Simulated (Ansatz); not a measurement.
**BC₅ (space group I-4m2, No. 119; a cell from a computed database, its experimental status unchecked)**

BC₅ is taken in the tetragonal space group I-4m2 (No. 119), Pearson symbol tI12. Lattice parameters: a = 2.4991 Å, b = 2.4991 Å, c = 11.3699 Å, α = 90.00°, β = 90.00°, γ = 90.00°. B on 2c is coordinated by 4 C at 1.644 Å (tetrahedral). C1 on 4e has 2 C at 1.519 Å and 2 B at 1.644 Å (tetrahedral). C2 on 2b is surrounded by 4 C at 1.545 Å (tetrahedral). C3 on 4f sees 4 C at 1.519–1.545 Å (tetrahedral). (Neighbours: up to the widest gap in distance over summed covalent radii, below 1.35, at either atom.)
(The calculation used a cell of 6 atoms; values per cell refer to that cell.)

The values are results of DFT with PBEsol, PAW potentials and a 420 eV plane-wave cutoff in Ansatz (an electronic-structure program), scalar-relativistic without spin-orbit coupling, not measurements. Γ-centred 20×20×20 mesh, Fermi–Dirac width 0.05 eV.

- Volume per atom = 5.92 Å³
- Density = 3.31 g/cm³
- Band gap = zero
- Total energy = -230.887 eV/atom (σ→0; compares only within this code and set-up)

Stability against distortions was not tested. The final runs are not spin-polarised. An odd electron count without spin: BC5.
